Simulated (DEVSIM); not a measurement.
Structure: abrupt GaAs n-p junction, at 400 K.

Layer 1 from the left is GaAs, thickness (μm) 30.0, Nd (cm⁻³) 1.1e17, τn (s) 3.7e-10, τp (s) 3.7e-10. Layer 2 from the left is GaAs, thickness (μm) 190, Na (cm⁻³) 2.7e14, τn (s) 3.7e-10, τp (s) 3.7e-10.

Left contact: ohmic. Right contact: ohmic. Voltage is applied to the left contact. Recombination: SRH at mid-gap, Auger. Mobility is μmin + (μ − μmin)/(1 + (N/Nref)^α).

The device is made up for the run: typed textbook-type constants, with dimensions and the other settings drawn at random. Values at 300 K; Nc and Nv go as T^1.5, mobilities as T to minus their exponent, the gap by Varshni's rule with the affinity fixed.

GaAs: gap (eV) 1.424, affinity (eV) 4.07, permittivity 12.9, Nc (cm⁻³) 4.7e17, Nv (cm⁻³) 9e18, μn (cm²/Vs) 8500, μp (cm²/Vs) 400, μn,min 500, μp,min 20, Nref,n 6e16, Nref,p 1.5e17, αn 0.39, αp 0.38, T exponent of μn 2.1, T exponent of μp 2.2, Cn (cm⁶/s) 1e-30, Cp (cm⁶/s) 1e-30, Varshni α (eV/K) 0.000541, Varshni β (K) 204.

Q: Estimate by hand the built-in potential, the peak field at zero bias, the capacitance at 1.5 V, and compare with a numerical solution.

A: 
- Built-in potential: ni = √(Nc Nv) exp(−Eg/2kT) = 6.67e9 cm⁻³ with Eg = 1.377 eV; Vbi = kT/q ln(Na Nd/ni²) = 0.939 V; numerical 0.939 V.
- Peak field at zero bias: depletion approximation: W = √(2εVbi/(qN)) = 2.23 μm with N = 2.69e14 cm⁻³; field = 2Vbi/W = 8420 V/cm; numerical 20800 V/cm (estimate below by 60 %).
- Capacitance at 1.5 V: C = √(qεN / 2(Vbi + |V|)) = 3.18 nF/cm²; numerical 3.26 nF/cm² (estimate below by 2.6 %).

Model (solved in DEVSIM): 1D drift-diffusion, Boltzmann statistics, complete ionisation; no tunnelling, impact ionisation, image-force lowering or self-heating.
